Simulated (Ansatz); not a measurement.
The parent structure is LuP in the zinc blende structure (space group F-43m, No. 216; a = 6.137 Å; a hypothetical phase, not in the database extracts checked). Axes: x, y, z lie along the cube axes.

The values are results of r2SCAN in Ansatz (plane waves to 500 eV, PAW, spin-orbit coupling left out), not measurements.

Strains are applied to the cell and any free atomic positions relax; under biaxial strain the out-of-plane vector relaxes too.

One change was made to it. Results:

```csv
quantity,base,after
energy relative to the base (free energy F),0 meV/atom,+38 meV/atom
gap character,direct at X,direct at X
pressure,0.00 GPa,5.83 GPa
```

### Question
Name the change that was made.
(A) biaxial strain −4.37 %, plane normal [001], relaxed out of plane
(B) isotropic strain −2.62 %
(C) biaxial strain +0.63 %, plane normal [111], relaxed out of plane

### Answer
B, isotropic strain −2.62 %. For comparison, the energy relative to the base in the other runs: biaxial strain −4.37 %, plane normal [001], relaxed out of plane gives +16 meV/atom; biaxial strain +0.63 %, plane normal [111], relaxed out of plane gives +0.6 meV/atom.

No phonon test of stability was made. k-point labels follow each cell's own Brillouin zone.

Ansatz is an electronic-structure program.
